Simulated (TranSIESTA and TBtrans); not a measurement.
Run with TranSIESTA and TBtrans (open boundaries, self-consistent; PseudoDojo norm-conserving potentials, scalar-relativistic): PAO.BasisSize DZP, PAO.EnergyShift 0.15 eV, XC.Authors PBE, Mesh.Cutoff 200 Ry, ElectronicTemperature 300 K, TS.Voltage 0.0 eV, TBT.Elecs.Eta 0.001 eV, no spin polarisation.

System: Ge chain with one bond stretched by 3.0 Å. Leads: straight Ge chain, spacing 2.4 Å. Geometry: as built, not relaxed.

Task: Predict: conductance at 300 K (G0 = 2e²/h); thermopower (μV/K); mean T from −0.5 to 0.5 eV.

Result: conductance at 300 K (G0 = 2e²/h): 0.0073; thermopower (μV/K): -4.4; mean T from −0.5 to 0.5 eV: 0.0071. The straight chain is held at its spacing; free chains may zigzag or dimerise. No spin-polarised start was tried, so a magnetic state, if there is one, is missed.
